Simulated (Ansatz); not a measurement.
The reference is GaN in the zinc blende structure (space group F-43m, No. 216; a = 4.498 Å).

One thing is altered: a hydrostatic pressure of 3 GPa.

Levels (all Ansatz, a quantum-chemistry and plane-wave program, PAW): r2SCAN (500 eV, no spin-orbit coupling); HSE06+SOC (420 eV, with spin-orbit coupling).

The geometry is relaxed with r2SCAN.

- r2SCAN valence-band top at Γ = 0.00, 0.00, 0.00 eV
- r2SCAN band gap = 2.27 eV

**Question.** How does going to HSE06+SOC change the valence-band top at Γ and band gap?

**Answer.** The valence-band top at Γ (three highest Kramers pairs, from the VBM) goes from 0.00, 0.00, 0.00 eV to 0.00, 0.00, -0.02 eV; the band gap grows by 0.83 eV to 3.10 eV. The threefold valence maximum splits by Δso ≈ 20 meV.

Single points use the geometry relaxed with r2SCAN. Their cutoffs differ, which shifts pressures a little. The spin-orbit shifts are approximate. Load acts through the strain it causes; cell and atoms are relaxed under it. No phonon test of stability was made. Tetrahedral semiconductors of this kind turn to denser phases somewhere between about 1 and 50 GPa; those were not computed, so compressed cells here can lie past the real transition. This is not the structure that GaN has at room temperature and ambient pressure.
